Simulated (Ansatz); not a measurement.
# What biaxial strain −1.50 %, plane normal [001], relaxed out of plane does to Be2C

The reference is Be2C (space group Fm-3m, No. 225; a = 4.311 Å). Axes: x, y, z lie along the cube axes.

Now apply this change: compressive biaxial strain of 1.50 % in the plane normal to [001], as in epitaxy on a mismatched substrate; the out-of-plane cell vector and the atoms relax.

The values are results of Ansatz (a program for electronic structure) PBEsol, without spin-orbit coupling, not measurements. k-mesh 13×13×13 (Γ-centred); smearing 0.05 eV (Fermi–Dirac).

The volume per atom falls by 0.19 Å³, from 6.67 Å³ to 6.48 Å³ and the space group goes from Fm-3m (No. 225) to I4/mmm (No. 139). The shortest interatomic distance shrinks by 0.018 Å, from 1.867 Å to 1.849 Å and the energy goes up by 5.8 meV/atom. The pressure (mean of the normal stresses, compression positive) increases by 63.30 kbar to 63.3 kbar and the band gap falls by 0.11 eV to 0.97 eV. The gap character comes out as indirect, Γ → X and the electron mass becomes 0.69 mₑ along k, 0.23 mₑ across (at X) (base: 0.70 mₑ along k, 0.23 mₑ across (at X)). The valence-band top at Γ (three highest levels, from the VBM) goes from 0.00, 0.00, 0.00 eV to 0.00, 0.00, -0.14 eV and the valley order (the lowest conduction-band minima on the path, energy above the VBM, named in the base's zone) goes from X along ⟨100⟩ 1.08 eV to X along [100] 0.97 eV; X along [001] 1.20 eV. The out-of-plane strain amounts to +0.11 % and the ratio −ε⊥/ε∥ amounts to 0.07. The mean in-plane stress (compression positive) comes out as +9.5 GPa.

Effective masses come from finite differences of ±0.01 Å⁻¹. Along k means along the line from Γ to the band edge. Stability against distortions was not tested. k-point labels follow each cell's own Brillouin zone.
